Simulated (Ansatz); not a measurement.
Consider this model of amorphous Si$_{24}$O$_{49}$Ca.

```
CELL_PARAMETERS angstrom
     10.61302    -0.28508    -0.02250
     -0.28508    10.10765    -0.07854
     -0.02250    -0.07854     9.87789
ATOMIC_POSITIONS crystal
  Si 0.60063 0.19843 0.42761
  Si 0.74248 0.94583 0.43023
  Si 0.44844 0.73882 0.04334
  Si 0.09921 0.03369 0.13228
  Si 0.09110 0.43538 0.87687
  Si 0.62951 0.35747 0.68632
  Si 0.11715 0.31267 0.58620
  Si 0.53501 0.57821 0.50102
  Si 0.01578 0.05314 0.43283
  Si 0.26247 0.29961 0.08732
  Si 0.55429 0.73503 0.76376
  Si 0.35224 0.35208 0.39204
  Si 0.83901 0.06859 0.02111
  Si 0.08821 0.73361 0.75904
  Si 0.98723 0.57626 0.51790
  Si 0.92815 0.57335 0.21456
  Si 0.44217 0.23401 0.87867
  Si 0.57719 0.97621 0.93381
  Si 0.81874 0.74602 0.67177
  Si 0.78189 0.30457 0.19248
  Si 0.17721 0.73530 0.16890
  Si 0.17794 0.80965 0.46829
  Si 0.67780 0.70564 0.24825
  Si 0.81665 0.32918 0.91096
  O  0.02699 0.42580 0.52445
  O  0.94636 0.79511 0.75676
  O  0.61949 0.03798 0.41846
  O  0.30624 0.69360 0.09185
  O  0.30283 0.88146 0.51926
  O  0.19706 0.72089 0.33168
  O  0.84372 0.17158 0.89534
  O  0.76213 0.85216 0.56480
  O  0.27712 0.34701 0.24715
  O  0.05662 0.90402 0.46597
  O  0.63178 0.63977 0.38975
  O  0.72119 0.95952 0.98923
  O  0.86237 0.60684 0.60292
  O  0.51508 0.35331 0.79314
  O  0.94975 0.41142 0.93706
  O  0.06998 0.09003 0.28430
  O  0.45502 0.23629 0.39691
  O  0.55463 0.13016 0.91599
  O  0.49335 0.68819 0.61677
  O  0.73334 0.85407 0.29246
  O  0.09590 0.58704 0.82273
  O  0.70336 0.70516 0.77437
  O  0.25482 0.33024 0.51725
  O  0.05029 0.63725 0.12851
  O  0.18968 0.15271 0.07105
  O  0.63582 0.22776 0.58694
  O  0.95994 0.62441 0.36822
  O  0.33070 0.16435 0.79465
  O  0.10608 0.68671 0.57990
  O  0.76052 0.37896 0.77038
  O  0.47564 0.67337 0.89247
  O  0.11719 0.33647 0.74885
  O  0.79356 0.63343 0.17273
  O  0.18699 0.40817 0.00106
  O  0.19523 0.83529 0.80550
  O  0.54849 0.89942 0.78316
  O  0.41796 0.50102 0.42079
  O  0.40404 0.29600 0.02691
  O  0.68690 0.29101 0.32195
  O  0.90283 0.41120 0.22444
  O  0.97229 0.00039 0.03993
  O  0.16289 0.89134 0.13793
  O  0.86320 0.05086 0.43075
  O  0.06165 0.16364 0.54694
  O  0.72722 0.35288 0.04512
  O  0.55603 0.69467 0.14829
  O  0.82096 0.15281 0.16237
  O  0.47181 0.90121 0.03166
  O  0.61723 0.47861 0.58492
  Ca 0.33628 0.96771 0.71630
```

Methods: PBE, scalar-relativistic without spin-orbit coupling (Ansatz, a program for electronic structure); r2SCAN, scalar-relativistic without spin-orbit coupling (Ansatz); HSE06, scalar-relativistic without spin-orbit coupling (Ansatz). Neutral PBE cell, which sets geometry, pressure and energy: sampling: a 2×2×2 Γ-centred mesh; Fermi-Dirac width 0.02 eV; no spin polarisation. Exact exchange is cut at the faces of this 10 Å cell, which leaves hybrid gaps a finite-size error.

Preparation: random packing, a CHGNet melt and quench, and a DFT relaxation. O atoms were pushed apart under 1.9 Å during the dynamics, to hinder bonds among them. The hot cell started wider than the set density and was brought back towards it in steps. It is the lowest in DFT energy of 2 quenches. It is a model cell: composition and starting density were chosen by hand, and all elements were melted together. No dispersion term was used. Its density started from a set value of 2.23 and ended at 2.35 g/cm³. The quench (nominally 400 K/ps over its main leg) was far faster than any real one, so the model tends to hold more defects than a real film. Values belong to this one cell and scatter from quench to quench. Volume and shape were free in the relaxation.

Q: Give the pressure, the energy against reference phases and the spacing of the highest filled and lowest empty levels.

A: 
```json
{
  "Pressure on a 2×2×2 Γ-centred mesh": "0.00 GPa",
  "Largest force and stress component on that mesh (the relaxation ran on the zone centre alone)": "0.03 eV/Å and 0.0 GPa",
  "Energy relative to alpha cristobalite + rock-salt CaO (lowest mix at this level among the phases computed, not always the ambient ones)": "0.089 eV/atom",
  "Level gap on a 2×2×2 Γ-centred mesh (PBE)": "4.23 eV",
  "Level gap at the zone centre (PBE)": "4.23 eV",
  "Level gap at the zone centre (r2SCAN)": "4.85 eV",
  "Level gap at the zone centre (HSE06)": "5.95 eV",
  "Distance between the nearest levels spread over more than a fifth of the atoms or a third of the atoms of their main element (six at least) (PBE, zone centre)": "5.46 eV"
}
```

Q: At PBE and the zone centre, how localised are the states just below and above the Fermi level (participation number: the atoms over which a state spreads)?

A: The highest filled state is spread over 1.9 atoms' worth, largest on O52, with weights by element (charge in smoothed Voronoi cells) O 0.94, Si 0.05, Ca 0.02. The lowest empty state is spread over 68.5 atoms' worth, largest on O27, with weights by element (charge in smoothed Voronoi cells) O 0.70, Si 0.28, Ca 0.01.

At PBE the levels at the filled edge of the gap are localised (band-tail or defect states), and the nearest spread-out levels lie 5.5 eV apart at the zone centre.

Bonds are counted up to Si-Si 2.60 Å, Si-O 1.98 Å, Si-Ca 3.16 Å, O-O 1.58 Å, O-Ca 2.90 Å, Ca-Ca 3.87 Å. Two cations that share two anions don't count as bonded, nor two that share one unless they lie closer than Si-Si 2.38 Å, Si-Ca 3.07 Å, Ca-Ca 3.77 Å.

Added carriers, by PBE, scalar-relativistic without spin-orbit coupling run with Ansatz on the zone centre alone. Charged cells keep the cell fixed and stand in a uniform background, with no image correction, at a width of 0.01 eV; where the count is odd the moment is locked at 1 μB, unless the neutral cell bore moments. Each starts from the undistorted neutral geometry alone. PBE's self-interaction favours spread-out carriers, so it can miss traps that a hybrid finds.

Q: What happens at PBE when the cell takes an extra electron and the atoms relax?

A: Relaxation lowers the charged cell by 0.02 eV. The largest moves are O29 0.04 Å, O26 0.02 Å, O59 0.02 Å, Ca74 0.02 Å. The level that holds the added charge spreads over 68.5 atoms' worth, most on O27 (weight 0.02): a carrier spread over the cell. No bond crosses its cut-off with a change of over 0.15 Å (metal-metal contacts aside). Made neutral again at that geometry, the cell lies +0.02 eV from the neutral start.

Q: What happens at PBE when the cell takes a hole and the atoms relax?

A: Relaxation lowers the charged cell by 0.30 eV. The largest moves are O59 0.27 Å, Ca74 0.19 Å, O29 0.17 Å, O45 0.14 Å. The level that was emptied spreads over 4.6 atoms' worth, most on O52 (weight 0.35): a localised (trapped) carrier, which neighbours of that atom can share. No bond crosses its cut-off with a change of over 0.15 Å (metal-metal contacts aside). Made neutral again at that geometry, the cell lies +0.41 eV from the neutral start.
